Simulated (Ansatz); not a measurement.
Al₃Sc (I4/mmm, No. 139, 4 atoms in the cell; start mp-999204; a measured phase of this formula has another space group): bulk modulus by level of theory

No measured value is used here.

```json
[
 {"level (code)": "LDA (Ansatz)", "value (GPa)": "91.5", "cell (Å³/atom)": "16.92"},
 {"level (code)": "PBEsol (Ansatz)", "value (GPa)": "87.4", "cell (Å³/atom)": "17.40"},
 {"level (code)": "r²SCAN (Ansatz)", "value (GPa)": "89.5", "cell (Å³/atom)": "17.57"}
]
```

The crystal itself was run without spin with LDA, PBEsol, r²SCAN; a magnetic state was not tried in these runs. LDA, PBEsol, r²SCAN: the bulk modulus is −V dP/dV from two relaxed cells at ±2 % in volume. LDA, PBEsol, r²SCAN: the relaxation could not lower the start's symmetry, so the cell can be a saddle point above a distorted one. Each level is taken at its own relaxed cell. Cutoffs differ between the levels. Ansatz's density-functional and Hartree–Fock values are scalar-relativistic unless marked +SOC, with PAW data made under PBE.

A start named mp-… is a Materials Project structure, which need not be a measured phase.

Ansatz is a program for electronic structure.
